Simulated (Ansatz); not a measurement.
GaP under load (space group F-43m), Ansatz (a program for electronic structure) with r2SCAN with spin-orbit coupling, rigid bands. Condition of this run: hydrostatic pressure of 8.4 GPa (compression positive) (the target of the relaxation). Band gap 1.65 eV, N_c = 4.09e19 cm⁻³ and N_v = 2.04e19 cm⁻³ at 300 K, conductivity masses of 0.338 mₑ (electrons) and 0.443 mₑ (holes). Take k_BT = 0.02585 eV.

Problem. What built-in voltage has an abrupt junction with N_A = 1e17 and N_D = 1e17 cm⁻³, all dopants ionised?

Solution. V_bi = E_g/e − (k_BT/e) ln(N_c N_v/(N_A N_D)) = 1.65 − 0.02585 × 11.33 = 1.36 V, for the computed gap.

Problem. What thermal injection velocity √(2k_BT/πm) limits a ballistic channel?

Solution. 9.25e6 cm/s for electrons and 8.08e6 cm/s for holes, a ratio of √(m_h/m_e) = 1.14, for dilute carriers.

Problem. A film of it is 8 nm thick. Estimate the confinement energies in an infinite well.

Solution. ħ²π²/(2m t²) = 0.376 eV·nm²/(m/mₑ × t²) gives 17.4 meV for electrons and 13.3 meV for holes, so the gap would widen to about 1.68 eV. Finite barriers and nonparabolic bands lower this, and with several valleys or bands the heaviest mass along the normal sets the lowest level, not this average.

Rigid bands with the computed gap; masses take one relaxation time for all states. Geometry: cell and atoms relaxed with PBEsol.
